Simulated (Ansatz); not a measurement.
Interstitial Cu in alpha quartz, relaxed from 2 sites or starts (void with 4O nearest, no. 2; void with 6O2Si nearest); at each charge the lowest end counts.

These are PBE, PAW (plane waves to 420 eV; Ansatz, a first-principles code) values and carry that method's errors. Set-up: 72-site cell; 2×2×2 Γ-centred k-points; host gap 5.68 eV; charged states image-corrected; no Hubbard U; corrections pass 1 eV, so highly charged states may be off by several tenths; flagged in the runs: for some of the defects a host whose relaxation on this sampling wasn't shown to rest, a strain field that reaches the edge of the cell.

| charge | neighbours at the lowest end (Å) | corrected energy + q E_VBM, against the first (eV) |
|---|---|---|
| +2 | O 1.91, O 1.91, O 2.34, O 2.35, O 2.48, O 2.48 | 0.00 |
| +1 | O 1.91, O 1.91, O 2.60, O 2.60, O 2.68, O 2.68 | 0.18 |
| 0 | O 2.12, O 2.18, Si 2.50, O 2.65, Si 2.67, O 2.72 | 5.06 |

Charges from +2 to 0 were run. The lines E(q) + q E_F give the stable charge, which changes above the valence-band maximum at (+2/+1) at 0.18 eV; (+1/0) at 4.87 eV.
